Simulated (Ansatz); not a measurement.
Defect migration in alpha Ga2O3: interstitial H, charge state +1. The step: a direct jump of one H atom; the atom moves 1.25 Å along (0.25, 0.17, -0.04) of the unit cell; the moving atom starts with neighbours Ga at 2.13; O at 1.00, O at 1.76 Å and ends with Ga at 2.13; O at 1.00, O at 1.76 Å. DFT values are from Ansatz (plane-wave PAW, 420 eV unless said) in a cell of 120 host sites, spin-restricted, static, with no finite-size correction. The host's phase is taken as given; its stability against other phases was not computed. The charge state is imposed; whether it is stable for some Fermi level was not computed. Sites that were not tried may lie lower. For the PBE band: the program found a first-order saddle point.

```tsv
Level	Forward barrier (eV)	Cost of the band or of the saddle's single point
CHGNet universal potential (has no charge state), its own band	0.22	-
PBE, the Γ point alone, band relaxed	0.20	roughly 2.2 core-hours
PBE, a 2×2×2 k-point mesh shifted by half a step along c, same geometries	0.21	around 16 core-minutes (rough)
r2SCAN at 500 eV, the Γ point alone, same geometries	0.25	around 4 core-minutes (rough)
```

Ansatz is an electronic-structure program.
